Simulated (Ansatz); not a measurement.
Take TiTe2 in the CdI2 type structure (space group P-3m1, No. 164; a = 3.698 Å, c = 6.384 Å; layered, stacked along the Cartesian z axis; relaxed with 0.1 eV smearing) as the base.

(Cell as relaxed with PBE-D3(BJ).)

Levels (all Ansatz, a first-principles code, PAW, earlier PAW set): PBE-D3(BJ) (420 eV, no spin-orbit coupling); r2SCAN+rVV10 (500 eV, spin-orbit coupling left out).

Each level relaxes its own structure.

```csv
base,PBE-D3(BJ),r2SCAN+rVV10
volume per atom,25.21 Å³,27.31 Å³
lattice parameter a,3.698 Å,3.782 Å
band gap,zero,zero
```

Modification: every lattice vector is shortened by 3.36 %, atoms relaxed at fixed cell.

| quantity | PBE-D3(BJ) | r2SCAN+rVV10 |
|---|---|---|
| largest internal atomic displacement | 0.071 Å | … |
| energy relative to the base (free energy F) | +40 meV/atom | … |
| pressure (mean of the normal stresses, compression positive) | 5.8 GPa | … |
| band gap | zero | … |

### Question
What does r2SCAN+rVV10 give?

### Answer

- largest internal atomic displacement, r2SCAN+rVV10: 0.085 Å
- energy relative to the base (free energy F), r2SCAN+rVV10: +34 meV/atom
- pressure (mean of the normal stresses, compression positive), r2SCAN+rVV10: 4.6 GPa
- band gap, r2SCAN+rVV10: zero

PBE-D3(BJ)'s largest internal atomic displacement lies 0.014 Å below r2SCAN+rVV10's; PBE-D3(BJ)'s energy relative to the base lies 5.5 meV/atom above r2SCAN+rVV10's; PBE-D3(BJ)'s pressure lies 1.2 GPa above r2SCAN+rVV10's; the two agree on the band gap. Neither level is exact; r2SCAN+rVV10 is the comparison here, not a measurement.

The cells carry an imposed strain or load. Whether these cells are dynamically stable was not tested. The final runs are not spin-polarised.
